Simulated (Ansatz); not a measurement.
System: interstitial Ga in zinc-blende GaAs (charge state +1). Method: PBE, PAW (plane waves to 420 eV; Ansatz, a program for electronic structure).

64-site cell at the relaxed PBE lattice, one k-point at (0.250, 0.250, 0.250), smearing 0.05 eV, spin-restricted, no finite-size correction. Static, classical nuclei. PBE gaps are too small, and in this host the defect's levels may merge with the bands. The charge state is imposed; whether it is stable for some Fermi level was not computed. Sites that were not tried may lie lower. The start lies 0.14 eV above the lowest site run (PBE).

Barriers: single points on a 2×2×2 k-point mesh shifted by half a step at the bands' geometries (they differ from the bands' own by up to 0.22 eV, and are uncertain by about as much).

Relaxed starting cell (atoms counted from 1):

```yaml
crystal:
  lattice:
    - [11.49131, 0.00000, 0.00000]
    - [0.00000, 11.49131, 0.00000]
    - [0.00000, 0.00000, 11.49131]
  atoms:
    - { symbol: Ga, position: [0.99464, 0.99472, 0.00790] }
    - { symbol: Ga, position: [0.99942, 0.99945, 0.49884] }
    - { symbol: Ga, position: [0.99962, 0.50079, 0.00021] }
    - { symbol: Ga, position: [0.99467, 0.50851, 0.49409] }
    - { symbol: Ga, position: [0.50076, 0.99964, 0.00020] }
    - { symbol: Ga, position: [0.50847, 0.99471, 0.49404] }
    - { symbol: Ga, position: [0.50673, 0.50684, 0.00614] }
    - { symbol: Ga, position: [0.50077, 0.50080, 0.49905] }
    - { symbol: As, position: [0.12355, 0.12347, 0.37292] }
    - { symbol: As, position: [0.12034, 0.12021, 0.88100] }
    - { symbol: As, position: [0.12526, 0.62662, 0.37259] }
    - { symbol: As, position: [0.12328, 0.62696, 0.87559] }
    - { symbol: As, position: [0.62666, 0.12524, 0.37258] }
    - { symbol: As, position: [0.62701, 0.12321, 0.87557] }
    - { symbol: As, position: [0.62529, 0.62525, 0.37408] }
    - { symbol: As, position: [0.62654, 0.62655, 0.87336] }
    - { symbol: Ga, position: [0.99880, 0.25016, 0.24991] }
    - { symbol: Ga, position: [0.99243, 0.24984, 0.74944] }
    - { symbol: Ga, position: [0.99955, 0.75012, 0.24958] }
    - { symbol: Ga, position: [0.99879, 0.75041, 0.74960] }
    - { symbol: Ga, position: [0.50050, 0.24986, 0.24936] }
    - { symbol: Ga, position: [0.50809, 0.25061, 0.75015] }
    - { symbol: Ga, position: [0.50040, 0.75026, 0.24973] }
    - { symbol: Ga, position: [0.50052, 0.74999, 0.74924] }
    - { symbol: As, position: [0.12324, 0.37611, 0.12640] }
    - { symbol: As, position: [0.12034, 0.38148, 0.61974] }
    - { symbol: As, position: [0.12517, 0.87317, 0.12606] }
    - { symbol: As, position: [0.12351, 0.87351, 0.62296] }
    - { symbol: As, position: [0.62648, 0.37399, 0.12593] }
    - { symbol: As, position: [0.62694, 0.37612, 0.62269] }
    - { symbol: As, position: [0.62527, 0.87466, 0.12470] }
    - { symbol: As, position: [0.62661, 0.87317, 0.62456] }
    - { symbol: Ga, position: [0.25019, 0.99864, 0.24992] }
    - { symbol: Ga, position: [0.24992, 0.99240, 0.74936] }
    - { symbol: Ga, position: [0.24988, 0.50041, 0.24939] }
    - { symbol: Ga, position: [0.25076, 0.50803, 0.75024] }
    - { symbol: Ga, position: [0.75016, 0.99947, 0.24960] }
    - { symbol: Ga, position: [0.75045, 0.99864, 0.74959] }
    - { symbol: Ga, position: [0.75028, 0.50029, 0.24973] }
    - { symbol: Ga, position: [0.74996, 0.50043, 0.74929] }
    - { symbol: As, position: [0.37612, 0.12320, 0.12644] }
    - { symbol: As, position: [0.38157, 0.12019, 0.61979] }
    - { symbol: As, position: [0.37396, 0.62653, 0.12598] }
    - { symbol: As, position: [0.37615, 0.62693, 0.62272] }
    - { symbol: As, position: [0.87314, 0.12521, 0.12611] }
    - { symbol: As, position: [0.87350, 0.12347, 0.62299] }
    - { symbol: As, position: [0.87465, 0.62526, 0.12474] }
    - { symbol: As, position: [0.87315, 0.62662, 0.62464] }
    - { symbol: Ga, position: [0.25068, 0.25061, 0.00753] }
    - { symbol: Ga, position: [0.25004, 0.24981, 0.49184] }
    - { symbol: Ga, position: [0.24986, 0.74996, 0.99997] }
    - { symbol: Ga, position: [0.25018, 0.75043, 0.49826] }
    - { symbol: Ga, position: [0.74992, 0.24985, 0.99997] }
    - { symbol: Ga, position: [0.75046, 0.25015, 0.49826] }
    - { symbol: Ga, position: [0.75030, 0.75028, 0.99983] }
    - { symbol: Ga, position: [0.75015, 0.75012, 0.49894] }
    - { symbol: As, position: [0.37664, 0.37659, 0.37303] }
    - { symbol: As, position: [0.38159, 0.38143, 0.88103] }
    - { symbol: As, position: [0.37520, 0.87444, 0.37398] }
    - { symbol: As, position: [0.37660, 0.87357, 0.87604] }
    - { symbol: As, position: [0.87453, 0.37514, 0.37398] }
    - { symbol: As, position: [0.87357, 0.37656, 0.87607] }
    - { symbol: As, position: [0.87487, 0.87481, 0.37429] }
    - { symbol: As, position: [0.87453, 0.87446, 0.87461] }
    - { symbol: Ga, position: [0.24844, 0.24850, 0.74784] }
```
Cell charge +1.

End state 1 differs by these moves (Å; atoms that move under 0.08 Å are left out):

```
atom  element     Δx     Δy     Δz
----  -------  -----  -----  -----
1          Ga   0.06   0.06  -0.09
4          Ga   0.03  -0.09   0.05
6          Ga  -0.09   0.03   0.05
7          Ga  -0.07  -0.07  -0.06
8          Ga   0.10   0.09  -0.11
9          As  -0.06  -0.06  -0.04
10         As   0.05   0.05  -0.07
12         As  -0.07   0.04   0.06
14         As   0.04  -0.07   0.06
15         As   0.07   0.07  -0.08
22         Ga   0.01  -0.12   0.10
26         As   0.01  -0.07   0.06
36         Ga  -0.12   0.01   0.09
42         As  -0.08   0.01   0.06
49         Ga  -0.03  -0.03  -0.07
50         Ga  -0.10  -0.10  -0.02
58         As  -0.08  -0.08  -0.03
65         Ga   1.46   1.46  -1.41
```

Give the forward and backward barriers to end state 1 at the level PBE, PAW.

forward 0.97 eV, backward 1.11 eV; at the saddle point atom 65 has neighbours As at 2.57, As at 2.58, As at 2.59; Ga at 2.58, 2 Ga at 2.65 Å. The saddle point's order was not checked, and it lies on a symmetry element of the cell, where a band can be held.
